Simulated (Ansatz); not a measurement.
OH on the 1x1 (111) surface of fcc Ir, one in a 2x2 cell, started at the site 'top Ir'

Calculation: r2SCAN, at the PBE geometry and the start's symmetry (plane waves to 500 eV, PAW; Ansatz, an electronic-structure program).

Model: 18-atom slab, 6.6 Å thick at the start under the adsorbate (thin: gaps and levels are the slab's own), 6x6x1 mesh, Fermi-Dirac 0.1 eV, dipole correction, single point; no symmetry held, on the structure that PBE left; spin-polarised, no spin-orbit, no U, no dispersion correction. The starting moment vanished. The program's check for a lower electronic state was not made. At the end it is bonded to Ir. In PBE it is, or lies within 0.03 eV of, the lowest of the starts that converged; the order may differ at this level.

| Property | Result |
|---|---|
| adsorption energy against H2O(g) − ½ H2(g) at the same level | 0.51 eV |
| work function of the top face | 5.68 eV |
| change of the work function | 0.14 eV |
| change of the step from the bottom to the top vacuum level, against the clean slab | 0.11 eV |
| height of the binding atom over the mean of the host atoms within 0.3 Å of the top one | 2.067 Å |
| magnetic moment of the cell | 0.00 μB |
| nearest host atoms of the binding atom | Ir at 1.98 Å, Ir at 3.39 Å, Ir at 3.41 Å |
| cost | roughly 30 core-minutes |

A negative adsorption energy means that the adsorbate is more stable on the surface than in its reference.
